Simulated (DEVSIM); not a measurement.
Device: Schottky contact on n-type GaN, at 300 K.

Layer 1 from the left is GaN, thickness (μm) 1.20, Nd (cm⁻³) 2.5e17, τn (s) 9.3e-10, τp (s) 9.3e-10.

Left contact: Schottky, work function 5.65 eV, emission velocity 1.9e6 cm/s. Right contact: ohmic. Voltage is applied to the left contact. Recombination: SRH at mid-gap. Mobility is μmin + (μ − μmin)/(1 + (N/Nref)^α).

This is a model device: material constants are rounded textbook-type values typed into the input, and sizes, dopings and lifetimes were drawn at random. Values at 300 K.

GaN: gap (eV) 3.43, affinity (eV) 4.1, permittivity 9.5, Nc (cm⁻³) 2.3e18, Nv (cm⁻³) 4.6e19, μn (cm²/Vs) 1200, μp (cm²/Vs) 100, μn,min 55, μp,min 3, Nref,n 2e17, Nref,p 3e17, αn 1, αp 2.

Q: Estimate by hand the built-in potential, the peak field at zero bias, the capacitance at -0.6 V, and compare with a numerical solution.

A: 
- Built-in potential: barrier φB = 1.550 eV; Vbi = φB − kT/q ln(N_band/N) = 1.493 V; numerical 1.493 V.
- Peak field at zero bias: depletion approximation: W = √(2εVbi/(qN)) = 0.0792 μm with N = 2.50e17 cm⁻³; field = 2Vbi/W = 377000 V/cm; numerical 371000 V/cm (estimate above by 1.5 %).
- Capacitance at -0.6 V: C = √(qεN / 2(Vbi + |V|)) = 89.7 nF/cm²; numerical 90.3 nF/cm² (estimate below by 0.61 %).

Simulated with DEVSIM: 1D drift-diffusion, Boltzmann statistics, complete ionisation; no tunnelling, impact ionisation, image-force lowering or self-heating. Metal contacts follow the ideal Schottky-Mott rule: no Fermi-level pinning, no interface dipoles.
